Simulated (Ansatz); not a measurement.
We look at the formation energy of Si_Au in Au (fcc, Fm-3m). Reaction: Si (diamond) + 31 Au (fcc) → cell A.

Cell A: a supercell of 32 sites of Au (fcc, Fm-3m) with Si on an Au site (12 Au at 2.91 Å); spin state with PBE: run without spin, k-point mesh 5×5×5.
```xyz
32
Lattice="8.3163 0.0000 0.0000 0.0000 8.3163 0.0000 0.0000 0.0000 8.3163" Properties=species:S:1:pos:R:3 pbc="T T T"
Au     0.0000    -0.0234    -0.0234
Au     0.0000     2.0791     2.0791
Au     2.0777    -0.0013     2.0791
Au     2.0777     2.0791    -0.0013
Au     0.0000    -0.0234     4.1815
Au     0.0000     2.0791     6.2372
Au     2.0557    -0.0234     6.2372
Au     2.0777     2.0791     4.1595
Au     0.0000     4.1815    -0.0234
Au     0.0000     6.2372     2.0791
Au     2.0777     4.1595     2.0791
Au     2.0557     6.2372    -0.0234
Au     0.0000     4.1815     4.1815
Si     0.0000     6.2372     6.2372
Au     2.0557     4.1815     6.2372
Au     2.0557     6.2372     4.1815
Au     4.1582    -0.0013    -0.0013
Au     4.1582     2.0791     2.0791
Au     6.2386    -0.0013     2.0791
Au     6.2386     2.0791    -0.0013
Au     4.1582    -0.0013     4.1595
Au     4.1582     2.0791     6.2372
Au     6.2606    -0.0234     6.2372
Au     6.2386     2.0791     4.1595
Au     4.1582     4.1595    -0.0013
Au     4.1582     6.2372     2.0791
Au     6.2386     4.1595     2.0791
Au     6.2606     6.2372    -0.0234
Au     4.1582     4.1595     4.1595
Au     4.1582     6.2372     6.2372
Au     6.2606     4.1815     6.2372
Au     6.2606     6.2372     4.1815
```

Reference: Si (diamond, Fd-3m), 2 atoms in the cell, k-point mesh 10×10×10 on the run's own vectors. Conventional cell: a = 5.4697 Å, b = 5.4697 Å, c = 5.4697 Å, α = 90.00°, β = 90.00°, γ = 90.00°.

Reference: Au (fcc, Fm-3m), 32 atoms in the cell, the relaxed perfect crystal repeated, atoms not moved again, k-point mesh 5×5×5 on the run's own vectors.

Plane-wave PAW calculations with Ansatz (a quantum-chemistry and plane-wave program), its PAW set soft_1, cutoff 500 eV. The structures are at rest with PBE, within the held lattices; other levels are single points on them. Neutral cells; Fermi-Dirac smearing of at most 0.10 eV in the solids, energies taken to zero width. The lattices are those relaxed with PBE, so at other levels the solids can be strained. Larger cells are relaxed from a start prepared with the learned potential CHGNet, on a coarser mesh till forces fall under 0.03 eV/Å, which some starts already meet. A dispersion term (D3(BJ), or D4 for r2SCAN) was computed beside these levels and is taken off wherever the name lacks it. Space groups of crystals are read within 0.01 Å. No zero-point or thermal terms. No structure search was made; lower ones may exist. The runs are scalar-relativistic, without spin-orbit coupling. Values are for these cell sizes. Mesh and cell size may move defect energies by 0.1 eV or more. Cell A has symmetry Pm-3m within 0.02 Å and got no random move, so less symmetric positions, which may lie lower, weren't tried.

Q: Estimate the value that r2SCAN returns for this input.

A: 1.07 eV, for Si (diamond) + 31 Au (fcc) → cell A.
